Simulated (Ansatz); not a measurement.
Worked example: self-consistent single point of LaSi2Ag2 (I4mm, 5 atoms in the cell) in Ansatz (a quantum-chemistry and plane-wave program)

Level of theory: LDA (PW92), default PAW files made with PBE (plane waves; Ansatz).

The input file:

Ansatz 0.2 input:
```yaml
# La(SiAg)2
crystal:
  lattice:
    - [-2.163227, 2.163227, 5.356027]
    - [2.163227, -2.163227, 5.356027]
    - [2.163227, 2.163227, -5.356027]
  atoms:
    - { symbol: La, position: [0.004668, 0.004668, 0.000000] }
    - { symbol: Si, position: [0.609610, 0.609610, 0.000000] }
    - { symbol: Si, position: [0.390390, 0.390390, 0.000000] }
    - { symbol: Ag, position: [0.250000, 0.750000, 0.500000] }
    - { symbol: Ag, position: [0.750000, 0.250000, 0.500000] }
basis:
  ecutwfc: 420.0 eV
kpoints:
  mp_grid: { grid: [7, 7, 7] }
hamiltonian:
  xc: lda
  pseudopotentials: { kind: paw }
scf:
  occupations: { method: fermi_dirac, width: 0.1 eV }
output:
  forces: true
  eigenvalues: true
  stress: true
```

The program printed (abridged):

```
WARN ansatz: RAYON_NUM_THREADS=1 ignored (pool sized by the plan → 1); use --threads N
basis.fft_grid_basis auto: the FFT boxes are laid along the combinations [[1, 0, 1], [0, 1, 1], [0, 0, 1]] of the cell's own vectors, 4.326, 4.326 and 6.168 Å …
Pseudopotentials: kind: paw
Pseudopotential: La, paw, valence charge 11
Pseudopotential: Si, paw, valence charge 4
Pseudopotential: Ag, paw, valence charge 19
Crystal: 5 atoms, lattice volume = 100.255 Å³
Basis set: ecut = 420 eV, 1953 PW (Γ), FFT grids on a1+a3, a2+a3, a3
Bands: 35, of which v1, the nominal top of the filled ones, is band 29 counted from 1 (28 counted from 0)
Symmetry: 8 space group operations
Space group: I4mm (ITA 107), of the structure as read, at distance tolerance 4.6e-5 Å
k-points: 40 of 343 (time reversal used)
PAW frozen core: La, regenerated for the run's functional, and the local potential with it
PAW frozen core: Si, regenerated for the run's functional, and the local potential with it
PAW frozen core: Ag, regenerated for the run's functional, and the local potential with it
Initial density: superposition of atomic densities (neutral atoms: chi_scale 0, normalization atom), corrected by the library's trained network
Initial wavefunctions: pseudopotential atomic-orbital guess
Eigensolver: davidson
Functional: x = slater, c = lda
SCF iter   1: F=—  HF=-22212.288736 eV  |F-HF|=—  |Δ(HF+E_count)|=         —  Δρ=7.60e-3  dr2=4.79e-2  ethr=1.77e-3  ⟨swp⟩=5.8  Hψ=5217  notcnv=0
all-band conjugate gradients solve this SCF's bands
preconditioner: auto → Kerker (q_TF=auto, 2.483 Å⁻¹)
SCF iter   2: F=—  HF=-22212.279963 eV  |F-HF|=—  |Δ(HF+E_count)|=   8.77e-3  Δρ=3.10e-3  dr2=1.22e-2  ethr=8.40e-5  ⟨swp⟩=2.4  Hψ=2605  notcnv=0
SCF iter   3: F=—  HF=-22212.277750 eV  |F-HF|=—  |Δ(HF+E_count)|=   2.21e-3  Δρ=1.48e-3  dr2=4.38e-3  ethr=2.15e-5  ⟨swp⟩=1.7  Hψ=1481  notcnv=0
SCF iter   4: F=—  HF=-22212.276595 eV  |F-HF|=—  |Δ(HF+E_count)|=   1.16e-3  Δρ=2.81e-4  dr2=1.37e-4  ethr=7.68e-6  ⟨swp⟩=2.0  Hψ=2178  notcnv=0
SCF iter   5: F=—  HF=-22212.276560 eV  |F-HF|=—  |Δ(HF+E_count)|=   3.49e-5  Δρ=8.73e-5  dr2=9.78e-6  ethr=2.40e-7  ⟨swp⟩=2.0  Hψ=2018  notcnv=0
SCF iter   6: F=—  HF=-22212.276563 eV  |F-HF|=—  |Δ(HF+E_count)|=   2.94e-6  Δρ=2.88e-5  dr2=8.07e-7  ethr=1.71e-8  ⟨swp⟩=2.1  Hψ=2234  notcnv=0
SCF iter   7: F=-22212.276562 eV  HF=-22212.276562 eV  |F-HF|=2.93e-8  |Δ(HF+E_count)|=   1.48e-7  Δρ=7.36e-6  dr2=6.49e-8  ethr=1.75e-10  ⟨swp⟩=7.5  Hψ=6351  notcnv=0
SCF 1 converged in 7 iterations: F = -22212.276562 eV  dr2 = 6.49e-8
SCF converged after 7 iterations
Free energy (F): -22212.276562 eV
Harris-Foulkes:  -22212.276562 eV  (|F-HF|=2.93e-8)
Internal energy: -22212.230547 eV  (E = F + TS)
E sigma→0 (E₀):  -22212.253554 eV
Entropy (-TS):   -0.046016 eV (-9.203 meV/atom)
Fermi energy:    12.711782 eV
--- Per-component energies (eV) ---
  E_band       = -636.390015
  E_kinetic    = 1325.246165
  E_local      = -6980.023817  (includes V_loc(G=0)·N_el)
  E_nonlocal   = 321.552049
  E_hartree    = 3151.989307
  E_xc         = -616.718200
  E_vxc        = -712.775123  (∫ρ·V_xc dr)
  E_paw        = -13753.595561  (= ΣΔE_a)
  E_vpaw       = -894.354805  (= ΣTr[D̂ρ^β])
  E_aug_tail   = 0.000528  (compensation charges beyond the density's cutoff)
  E_ewald      = -5662.622010
  E_core_change = 1.940993  (= ΣΔE_core)
  E_smearing   = -0.046016  (= −TS)
  E_closure    = -0.000000  (closes the sum)
  Σ components = -22212.276562   (vs F -22212.276562, Δ=0.00e0)
--- Forces (eV/Å), atoms counted from 1 ---
  atom   1  La     0.00000000     0.00000000    -0.21095411
  atom   2  Si     0.00000000    -0.00000000     0.38209429
  atom   3  Si    -0.00000000    -0.00000000    -0.34155719
  atom   4  Ag    -0.00000000    -0.00000000     0.08520124
  atom   5  Ag     0.00000000    -0.00000000     0.08520124
  max |Σ_I F_I| component: 1.45e-5 eV/Å
--- Stress (GPa, compression-positive) ---
       -7.028950       0.000000       0.000000
        0.000000      -7.028950       0.000000
       -0.000000       0.000000      -7.107831
  P = ⅓ Tr σ = -7.0552 GPa (-70.552 kbar)
  The stress holds the Pulay correction. Without it, at fixed plane waves, as pw.x and ABINIT print it: P = -7.0787 GPa
--- Band table (eV; the first three rows and the last of 40) ---
  k-point 0: bands = ["-79.7754", "-79.7706", "-43.3187", "-43.3183", "-43.3183", "-43.3112", "-43.2778", "-43.2778", "-19.9306", "-3.6844", "-3.5280", "-3.5280", "2.5695", "5.0921", "6.2131", "6.7144", "6.9169", "6.9169", "7.8678", "7.8678", [...]
  k-point 1: bands = ["-79.7749", "-79.7711", "-43.3192", "-43.3180", "-43.3119", "-43.3102", "-43.2861", "-43.2771", "-19.9256", "-3.6726", "-3.5983", "-3.5701", "2.8922", "5.1629", "6.4320", "6.7242", "6.9590", "7.0749", "7.5342", "7.8728", [...]
  k-point 2: bands = ["-79.7739", "-79.7721", "-43.3212", "-43.3164", "-43.3135", "-43.3044", "-43.2922", "-43.2754", "-19.9144", "-3.7095", "-3.6629", "-3.6477", "3.4108", "5.2933", "6.4623", "6.9573", "7.2986", "7.3753", "7.4614", "7.5289", [...]
  k-point 39: bands = ["-79.7751", "-79.7708", "-43.3184", "-43.3164", "-43.3164", "-43.3116", "-43.2799", "-43.2798", "-19.9272", "-3.7253", "-3.5894", "-3.5178", "3.3742", "4.3230", "6.4974", "6.7672", "6.8538", "6.8833", "7.3355", "7.7303", [...]
```

The run converged in 7 iterations.

The starting cell comes from a database of computed structures (which also holds hypothetical and non-ambient phases and stackings), without a prior relaxation at this level. Its lattice was rescaled by up to half a per cent. One atom was moved a little off its site on purpose. With a pressure of about -7 GPa the cell is away from its equilibrium volume at this level. Ansatz's pressure includes its estimate of the finite-basis (Pulay) stress.
